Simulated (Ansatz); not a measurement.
Bond-angle distributions (per cent of the angles at each element, bins of 10°) of a relaxed model of amorphous Si$_{24}$O$_{49}$Li$_{2}$ at 2.20 g/cm³. Computed with PBE, scalar-relativistic without spin-orbit coupling (plane waves to 420 eV, PAW; Ansatz, a quantum-chemistry and plane-wave program).

Preparation: random packing, a CHGNet melt and quench, and a DFT relaxation. O atoms were pushed apart under 1.9 Å during the dynamics, to hinder bonds among them. The hot cell started wider than the set density and was brought back towards it in steps. It is the lowest in DFT energy of 2 quenches. It is a model cell: composition and starting density were chosen by hand, and all elements were melted together. No dispersion term was used. Its density started from a set value of 2.20 and ended at 2.20 g/cm³. The simulated quench (nominally 400 K/ps over its main leg) is rapid and tends to freeze in more defects than a deposited or slowly cooled glass has. Values belong to this one cell and scatter from quench to quench. The volume was free in the relaxation, at fixed shape. Stress components on the final sampling reach 1.9 GPa.

Cut-offs for bonds: Si-Si 2.60 Å, Si-O 1.90 Å, Si-Li 2.65 Å, O-O 1.58 Å, O-Li 2.33 Å, Li-Li 2.86 Å. Two cations that share two anions don't count as bonded, nor two that share one unless they lie closer than Si-Si 2.38 Å, Si-Li 2.58 Å, Li-Li 2.78 Å.

| angle (°) | at Si | at O |
|---|---|---|
| 50-60 | 0 | 0 |
| 60-70 | 0 | 0 |
| 70-80 | 0 | 0 |
| 80-90 | 0 | 0 |
| 90-100 | 3 | 0 |
| 100-110 | 56 | 2 |
| 110-120 | 37 | 13 |
| 120-130 | 4 | 28 |
| 130-140 | 0 | 23 |
| 140-150 | 0 | 9 |
| 150-160 | 0 | 17 |
| 160-170 | 0 | 8 |
| 170-180 | 0 | 0 |

They go with these counts of neighbours within the cut-offs, cation contacts included: Si mean 4.0, most often 4; O mean 2.0, most often 2.
